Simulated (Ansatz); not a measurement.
Start from WC (space group P-6m2, No. 187; relaxed with 0.1 eV smearing).

```
CELL_PARAMETERS angstrom
      2.91268     0.00000     0.00000
     -1.45634     2.52245     0.00000
      0.00000     0.00000     2.83536
ATOMIC_POSITIONS crystal
  W  0.00000 0.00000 0.00000
  C  0.33333 0.66667 0.50000
```

Cartesian axes are those of the cell as printed.

Method: r2SCAN (Ansatz, a quantum-chemistry and plane-wave program), no SOC.

Strains are applied to the cell and any free atomic positions relax.

One change was made to it. Results:

The shortest interatomic distance falls by 0.0107 Å to 2.189 Å; the energy rises by 1.3 meV/atom.

Question: Name the change that was made.
A. tensor shear ε_xz = +0.57 %
B. tensor shear ε_xz = +0.86 %
C. tensor shear ε_xz = +1.43 %
D. tensor shear ε_xz = +2.00 %

Answer: A, tensor shear ε_xz = +0.57 %. For comparison, the energy relative to the base in the other runs: tensor shear ε_xz = +2.00 % gives +16 meV/atom; tensor shear ε_xz = +1.43 % gives +8.4 meV/atom; tensor shear ε_xz = +0.86 % gives +3.0 meV/atom.

Whether these cells are dynamically stable was not tested. All final runs are without spin polarisation.
